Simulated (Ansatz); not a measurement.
The starting structures come from a database of crystals and need not be the phases stable at ambient conditions.

 Where the default PAW files enter, the runs use the earlier of Ansatz's two default sets.

Input:

```xyz
12
Lattice="4.4544 0.0000 0.0000 0.0000 5.4092 0.0000 0.0000 0.0000 4.8110" Properties=species:S:1:pos:R:3 pbc="T T T"
Ti     2.2272     1.7689     3.6083
Ti     2.2272     3.6404     1.2028
Ti     0.0000     0.9357     1.2028
Ti     0.0000     4.4735     3.6083
O      1.2092     2.0648     0.3914
O      3.2453     3.3444     4.4196
O      1.0181     0.6398     2.7969
O      3.4364     4.7694     2.0141
O      3.4364     0.6398     4.4196
O      1.0181     4.7694     0.3914
O      3.2453     2.0648     2.0141
O      1.2092     3.3444     2.7969
```

Space group of this cell: Pbcn. The cell is strained (all lengths scaled by 0.98); by r2SCAN its mean pressure is 16.1 GPa.

Transport runs along the normal of the first two printed cell vectors.

The gap is the functional's own, uncorrected, and κ follows it; spin-orbit coupling is left out. Mid-gap values are interpolated between the computed energies.

Problem. Estimate the band gap and the smallest decay constant κ at mid-gap that r2SCAN (Ansatz, a program for electronic structure) returns for this system.

Solution. Gap 3.22 eV on a 8×6×6 mesh; κ = 0.371 1/Å, at the zone centre.
